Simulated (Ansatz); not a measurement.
Start from GaSe in the beta-GaS type structure (space group P6_3/mmc, No. 194; layered, stacked along the Cartesian z axis).

```
CELL_PARAMETERS angstrom
      3.76901     0.00000     0.00000
     -1.88451     3.26406     0.00000
      0.00000     0.00000    15.95971
ATOMIC_POSITIONS crystal
  Ga 0.33333 0.66667 0.17345
  Ga 0.66667 0.33333 0.67345
  Ga 0.66667 0.33333 0.82655
  Ga 0.33333 0.66667 0.32655
  Se 0.33333 0.66667 0.59959
  Se 0.66667 0.33333 0.09959
  Se 0.66667 0.33333 0.40041
  Se 0.33333 0.66667 0.90041
```

The values are results of PBE-D3(BJ), PAW, 420 eV (Ansatz, an electronic-structure program; spin-orbit coupling left out), not measurements.

Before the change:

| Property | Result |
|---|---|
| Valence-band top at Γ | 0.00, -1.20, -1.20 eV |
| Gap character | direct at Γ |
| Hole mass | 0.082 mₑ along c, 1.5 mₑ across (at Γ) |
| c/a ratio | 4.234 |

Now apply this change: a hydrostatic pressure of 1.8 GPa.

Question: How does this affect the valence-band top at Γ?

Answer: The valence-band top at Γ (three highest levels, from the VBM) becomes 0.00, -1.26, -1.26 eV (base: 0.00, -1.20, -1.20 eV).

Question: Predict the new gap character.

Answer: The gap character changes from direct at Γ to indirect, Γ → M.

Question: What happens to the hole mass?

Answer: The hole mass goes from 0.082 mₑ along c, 1.5 mₑ across (at Γ) to 0.075 mₑ along c, 1.4 mₑ across (at Γ).

Question: What happens to the c/a ratio?

Answer: The c/a ratio falls by 0.0759 to 4.159.

Load acts through the strain it causes; cell and atoms are relaxed under it. Effective masses come from finite differences of ±0.01 Å⁻¹. Whether these cells are dynamically stable was not tested.
